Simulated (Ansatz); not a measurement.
Where the default PAW files enter, the runs use the earlier of Ansatz's two default sets.

## Evanescent states of NaCl (Fm-3m, rock salt, 2 atoms a cell, 21.8 Å³ an atom) along the normal of (110)

Computed with r2SCAN (plane waves, PAW; Ansatz, a quantum-chemistry and plane-wave program).

The gap is the functional's own. No spin-orbit coupling. Mid-gap values are interpolated on the energy grid.

Energies count from the valence-band top; κ is the least over a 8×6 mesh across the current.

```tsv
E (eV)	κ (1/Å)	where
0.14	0.140	Γ
0.42	0.231	Γ
0.70	0.284	Γ
0.98	0.321	Γ
1.26	0.348	Γ
1.54	0.368	Γ
1.82	0.383	Γ
2.10	0.393	Γ
2.38	0.399	Γ
2.66	0.402	Γ
2.94	0.402	Γ
3.22	0.399	Γ
3.50	0.392	Γ
3.78	0.383	Γ
4.06	0.370	Γ
4.34	0.354	Γ
4.62	0.333	Γ
4.90	0.306	Γ
5.18	0.273	Γ
5.46	0.229	Γ
5.74	0.166	Γ
```

Task: How thick must the barrier be to attenuate the transmission by 10^4 when the electrodes' Fermi level lies at 2.66 eV, and what attenuation does that film give at 5.74 eV?

Result: d = 4 ln 10 / (2 × 0.402) = 11.5 Å. At 5.74 eV it gives 4 × 0.166/0.402 = 1.7 decades.
